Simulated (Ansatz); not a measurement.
# A computed series for Pd: pressure series

The parent structure is Pd in the fcc (Cu type) structure (space group Fm-3m, No. 225).

```yaml
crystal:
  lattice:
    - [0.00000, 1.93777, 1.93777]
    - [1.93777, 0.00000, 1.93777]
    - [1.93777, 1.93777, 0.00000]
  atoms:
    - { symbol: Pd, position: [0.00000, 0.00000, 0.00000] }
```

Cell and atoms are relaxed at each pressure.

Method: PBEsol (Ansatz, an electronic-structure program), without spin-orbit coupling, earlier PAW set.

| pressure (GPa) | volume per atom (Å³/atom) |
|---|---|
| -2 | 14.700 |
| -1 | 14.626 |
| 0 | 14.553 |
| 3 | 14.348 |
| 7 | 14.102 |
| 15 | 13.677 |
| 30 | ? |
| 50 | 12.408 |
| 75 | 11.802 |

Problem. Fit the third-order Birch–Murnaghan form P(V) = (3B₀/2)[(V₀/V)^(7/3) − (V₀/V)^(5/3)]·[1 + (3/4)(B₀′ − 4)((V₀/V)^(2/3) − 1)] (squares taken in P) to the rows shown and predict the withheld row.

Solution. Least squares on the printed values gives V₀ = 14.553 Å³/atom, B₀ = 205 GPa, B₀′ = 5.3; this predicts 13.045 Å³/atom, and the run gives 13.046 Å³/atom, in agreement.

Load acts through the strain it causes; cell and atoms are relaxed under it. No phonon test of stability was made. Competing high-pressure phases were not computed. All final runs are without spin polarisation.
